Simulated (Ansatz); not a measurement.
A working Ansatz (a program for electronic structure) input for Ir₃Se₈ (R-3, 11 atoms in the cell) (DFT, LDA (PW92), plane waves, default PAW files made with PBE):

Ansatz 0.2 input:
```yaml
crystal:
  lattice:
    - [4.267806, 2.464019, 3.461191]
    - [-4.267806, 2.464019, 3.461191]
    - [0.000000, -4.928038, 3.461191]
  atoms:
    - { symbol: Ir, position: [0.500000, 0.000000, 0.500000] }
    - { symbol: Ir, position: [0.500000, 0.500000, 0.000000] }
    - { symbol: Ir, position: [0.000000, 0.500000, 0.500000] }
    - { symbol: Se, position: [0.384200, 0.116110, 0.879720] }
    - { symbol: Se, position: [0.615800, 0.883890, 0.120280] }
    - { symbol: Se, position: [0.879720, 0.384200, 0.116110] }
    - { symbol: Se, position: [0.120280, 0.615800, 0.883890] }
    - { symbol: Se, position: [0.116110, 0.879720, 0.384200] }
    - { symbol: Se, position: [0.883890, 0.120280, 0.615800] }
    - { symbol: Se, position: [0.373850, 0.373850, 0.373850] }
    - { symbol: Se, position: [0.626150, 0.626150, 0.626150] }
basis:
  ecutwfc: 420.0
kpoints:
  mp_grid:
    grid: [4, 4, 4]
hamiltonian:
  xc: lda
  pseudopotentials:
    kind: paw
scf:
  occupations:
    method: gaussian
    width: 0.05
output:
  forces: true
  eigenvalues: true
  stress: true
```

The run converged in 7 iterations: free energy E − TS (on the zero of these files) -78059.8660 eV; Fermi level (on the code's own zero) 13.18 eV; pressure -5.32 GPa; largest force (vector length) 0.234 eV/Å. Each of these slips is then made, one at a time:

(1)
```diff
-    width: 0.05
+    width: 1.0
```

(2)
```diff
-  xc: lda
+  xc: pbe-sol
```

**Question.** Predict the outcome of each change.

**Answer.** 
(1) A smearing width that is far too large. The run converged in 6 iterations without an error; against the sound input the free energy goes down by 75.4 meV/atom, the pressure goes from -5.32 to -4.56 GPa and the largest force goes from 0.234 to 0.329 eV/Å.

(2) A value that the program does not know. The program stopped before any SCF iteration.
```
Error: YAML parse error: error: line 24 column 7: hamiltonian.xc: unknown variant `pbe-sol`, expected one of `lda`, `lda-pw`, `pw92`, `pbe`, `pbesol`, `rpbe`, `revpbe`, `blyp`, `pbe0`, `revpbe0`, `b3lyp`, `b3lyp5`, `hse06`, `wpbeh`, `hiss`, `lc_wpbe`, `cam_b3lyp`, `hf`, `r2scan`, `r2scanh`, `r2scan0`, `r2scan50`, `mr2scan`
  --> <input>:24:7
   |
2 [...]
```

The starting cell comes from a database of computed structures (which also holds hypothetical and non-ambient phases and stackings), without a prior relaxation at this level. Its lattice was rescaled by a random factor within 2.5 % of one. Spin polarisation is off; with an odd number of electrons in the cell that forces a metal, and a magnetic state may lie lower. In the base run, with a pressure of about -5 GPa the cell is away from its equilibrium volume at this level. Ansatz's pressure includes its estimate of the finite-basis (Pulay) stress.

Left out of this page: 1 run of the series stopped by limits of time or memory; 2 runs of the series outside the window shown, repeating another row's setting, or not comparable.
